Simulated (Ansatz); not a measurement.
A computed series for ZnS: response to strain

Consider ZnS in the zinc blende structure (space group F-43m, No. 216).

```yaml
crystal:
  lattice:
    - [0.00000, 2.69520, 2.69520]
    - [2.69520, 0.00000, 2.69520]
    - [2.69520, 2.69520, 0.00000]
  atoms:
    - { symbol: S, position: [0.75000, 0.75000, 0.75000] }
    - { symbol: Zn, position: [0.00000, 0.00000, 0.00000] }
```

Cartesian axes are those of the cell as printed.

Strains are applied to the cell and any free atomic positions relax; under biaxial strain the out-of-plane vector relaxes too.

All numbers come from Ansatz (an electronic-structure program), r2SCAN, PAW, cutoff 500 eV, spin-orbit coupling left out, earlier PAW set.

Notes on the quantities. energy relative to the base: free energy F.

| change | band gap | volume per atom | space group | energy relative to the base |
|---|---|---|---|---|
| base | 2.70 eV | 19.58 Å³ | F-43m (No. 216) | 0 meV/atom |
| biaxial strain +1.06 %, plane normal [001], relaxed out of plane | 2.60 eV | 19.74 Å³ | I-4m2 (No. 119) | +1.3 meV/atom |
| isotropic strain +0.73 % | 2.60 eV | 20.01 Å³ | F-43m (No. 216) | +2.2 meV/atom |
| isotropic strain +2.41 % | 2.37 eV | 21.03 Å³ | F-43m (No. 216) | +23 meV/atom |
| uniaxial strain ε_xx = −0.35 % | 2.70 eV | 19.51 Å³ | I-4m2 (No. 119) | +0.1 meV/atom |
| uniaxial strain ε_zz = −4.35 % | 2.80 eV | 18.73 Å³ | I-4m2 (No. 119) | +13 meV/atom |
| tensor shear ε_xy = +0.57 % | 2.66 eV | 19.58 Å³ | Imm2 (No. 44) | +0.4 meV/atom |
| tensor shear ε_xy = +1.80 % | 2.57 eV | 19.57 Å³ | Imm2 (No. 44) | +4.0 meV/atom |
| tensor shear ε_xy = +0.99 % | 2.64 eV | 19.58 Å³ | Imm2 (No. 44) | +1.2 meV/atom |
| tensor shear ε_xy = −3.43 % | 2.42 eV | 19.56 Å³ | Imm2 (No. 44) | +14 meV/atom |

Whether these cells are dynamically stable was not tested.
